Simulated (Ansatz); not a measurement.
Reference: C (P6_3/mmc), r2SCAN, rigid bands (plane waves, PAW, scalar-relativistic; Ansatz, an electronic-structure program); axes and stresses refer to this cell.

```xyz
4
Lattice="2.4988 0.0000 0.0000 -1.2494 2.1640 0.0000 0.0000 0.0000 4.1609" Properties=species:S:1:pos:R:3 pbc="T T T"
C      0.0000     1.4427     0.0013
C      1.2494     0.7213     2.0817
C      0.0000     1.4427     1.5591
C      1.2494     0.7213     3.6395
```

hole mass along z: 0.65 mₑ
Seebeck coefficient, n-type 1e19 cm⁻³: -237 μV/K
electron mass along z: 0.27 mₑ

```
Change                                                  hole mass along z  Seebeck coefficient, n-type 1e19 cm⁻³  electron mass along z
------------------------------------------------------  -----------------  -------------------------------------  ---------------------
hydrostatic pressure of -22 GPa (compression positive)                  …                              -240 μV/K                0.27 mₑ
hydrostatic pressure of -33 GPa (compression positive)                  …                                      …                0.28 mₑ
hydrostatic pressure of 66 GPa (compression positive)             0.60 mₑ                              -230 μV/K                0.25 mₑ
```

Problem. Complete the blanks.

Solution. 
- hydrostatic pressure of -22 GPa (compression positive), hole mass along z: 0.67 mₑ
- hydrostatic pressure of -33 GPa (compression positive), hole mass along z: 0.69 mₑ
- hydrostatic pressure of -33 GPa (compression positive), Seebeck coefficient, n-type 1e19 cm⁻³: -242 μV/K

Masses are for dilute carriers at 300 K, harmonic means over directions unless an axis is named. Seebeck coefficients are for the stated density at 300 K, with one relaxation time for all states and whether or not that doping can be reached. Spin-orbit coupling is left out unless a row names it. Stresses and pressures are the targets of the relaxation.  The structure type is held under load, also where the real crystal would transform.
